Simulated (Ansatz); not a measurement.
## A computed series for Nb: response to strain

Consider Nb in the bcc (W type) structure (space group Im-3m, No. 229; a = 3.304 Å; relaxed with 0.1 eV smearing). Axes: x, y, z lie along the cube axes.

Strains are applied to the cell and any free atomic positions relax; under biaxial strain the out-of-plane vector relaxes too.

Level of theory: r2SCAN, PAW, 500 eV (Ansatz, a program for electronic structure; spin-orbit coupling left out).

Notes on the quantities. in-plane stress: mean in-plane stress (compression positive).

```tsv
change	shortest interatomic distance	in-plane stress
base	286.2 pm	–
biaxial strain −3.00 %, plane normal [001], relaxed out of plane	___	___
biaxial strain −2.50 %, plane normal [001], relaxed out of plane	284.1 pm	+6.8 GPa
biaxial strain −2.00 %, plane normal [001], relaxed out of plane	284.5 pm	+5.3 GPa
biaxial strain −1.50 %, plane normal [001], relaxed out of plane	284.9 pm	+3.9 GPa
biaxial strain −1.00 %, plane normal [001], relaxed out of plane	285.3 pm	+2.5 GPa
biaxial strain −0.50 %, plane normal [001], relaxed out of plane	285.7 pm	+1.2 GPa
```

Q: Complete the table.

A: 
- biaxial strain −3.00 %, plane normal [001], relaxed out of plane, shortest interatomic distance: 283.7 pm
- biaxial strain −3.00 %, plane normal [001], relaxed out of plane, in-plane stress: +8.3 GPa

Whether these cells are dynamically stable was not tested. The final runs are not spin-polarised.
